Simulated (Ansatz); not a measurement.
Ansatz (a program for electronic structure) run on YGe2 (I4_1/amd, 6 atoms in the cell): self-consistent single point.

Method: LDA (PW92), PAW files made with PBE (plane waves; Ansatz).

```yaml
crystal:
  lattice:
    - [-2.02189, 2.02189, 8.42769]
    - [2.02189, -2.02189, 8.42769]
    - [2.02189, 2.02189, -8.42769]
  atoms:
    - { symbol: Y, position: [0.50000, 0.50000, 0.00000] }
    - { symbol: Y, position: [0.25000, 0.75000, 0.50000] }
    - { symbol: Ge, position: [0.82799, 0.32799, 0.50000] }
    - { symbol: Ge, position: [0.07799, 0.07799, 0.00000] }
    - { symbol: Ge, position: [0.92201, 0.92201, 0.00000] }
    - { symbol: Ge, position: [0.67201, 0.17201, 0.50000] }
```

Reference input (self-consistent single point, DFT, PBEsol, plane waves, PAW files made with PBE): kpoints.mp_grid.grid = 5 5 5; hamiltonian.xc = pbesol; hamiltonian.pseudopotentials = {kind: paw} (an earlier, softer set of the program's PAW files); scf.occupations.method = fermi_dirac; scf.occupations.width = 0.1 eV. This run's input differs from it in these lines:

Ansatz 0.2 input:
```diff
@@ -17,3 +17,3 @@
 hamiltonian:
-  xc: pbesol
+  xc: lda
   pseudopotentials:
```

Output, abridged:

```
SCF iter   1: F=—  HF=-24358.166505 eV  |F-HF|=—  |Δ(HF+E_count)|=         —  Δρ=3.11e-2  dr2=2.35e0  ethr=3.10e-3  ⟨swp⟩=6.2  Hψ=3119  notcnv=0
all-band conjugate gradients solve this SCF's bands
preconditioner: auto → Kerker (q_TF=auto, 2.481 Å⁻¹)
SCF iter   2: F=—  HF=-24357.611953 eV  |F-HF|=—  |Δ(HF+E_count)|=   5.55e-1  Δρ=1.61e-2  dr2=6.03e-1  ethr=3.01e-3  ⟨swp⟩=3.6  Hψ=1805  notcnv=0
   [... lines left out ...]
SCF iter   6: F=—  HF=-24357.437206 eV  |F-HF|=—  |Δ(HF+E_count)|=   1.66e-4  Δρ=1.45e-4  dr2=4.75e-5  ethr=1.04e-6  ⟨swp⟩=2.9  Hψ=1660  notcnv=0
SCF iter   7: F=—  HF=-24357.437186 eV  |F-HF|=—  |Δ(HF+E_count)|=   2.00e-5  Δρ=3.62e-5  dr2=2.97e-6  ethr=6.09e-8  ⟨swp⟩=2.0  Hψ=1514  notcnv=0
SCF iter   8: F=—  HF=-24357.437185 eV  |F-HF|=—  |Δ(HF+E_count)|=   5.20e-7  Δρ=1.05e-5  dr2=2.95e-7  ethr=3.80e-9  ⟨swp⟩=2.0  Hψ=1041  notcnv=0
SCF iter   9: F=-24357.437185 eV  HF=-24357.437185 eV  |F-HF|=5.41e-9  |Δ(HF+E_count)|=   7.05e-8  Δρ=2.73e-6  dr2=1.30e-8  ethr=1.28e-10  ⟨swp⟩=5.9  Hψ=3044  notcnv=0
SCF 1 converged in 9 iterations: F = -24357.437185 eV  dr2 = 1.30e-8
Free energy (F): -24357.437185 eV
Internal energy: -24357.365853 eV  (E = F + TS)
E sigma→0 (E₀):  -24357.401519 eV
Entropy (-TS):   -0.071332 eV (-11.889 meV/atom)
Fermi energy:    10.325798 eV
--- Forces (eV/Å), atoms counted from 1 ---
  atom   1  Y      0.00000000     0.00000000     0.00000000
  atom   2  Y      0.00000000     0.00000000     0.00000000
  atom   3  Ge    -0.00000000    -0.00000000    -0.06995659
  atom   4  Ge     0.00000000    -0.00000000    -0.06995659
  atom   5  Ge     0.00000000     0.00000000     0.06995659
  atom   6  Ge     0.00000000    -0.00000000     0.06995659
--- Stress (GPa, compression-positive) ---
       -7.613204       0.000000       0.000000
        0.000000      -7.613204       0.000000
        0.000000       0.000000      -6.879063
  P = ⅓ Tr σ = -7.3685 GPa (-73.685 kbar)
  The stress holds the Pulay correction. Without it, at fixed plane waves, as pw.x and ABINIT print it: P = -7.3883 GPa
```

The run converged in 9 iterations. Against the reference run the pressure goes from -5.44 to -7.37 GPa and the largest force goes from 0.050 to 0.070 eV/Å.

The starting cell comes from a database of computed structures (which also holds hypothetical and non-ambient phases and stackings), without a prior relaxation at this level. Its lattice was rescaled by a random factor within 2.5 % of one. With a pressure of about -7 GPa the cell is away from its equilibrium volume at this level. Ansatz's pressure includes its estimate of the finite-basis (Pulay) stress.
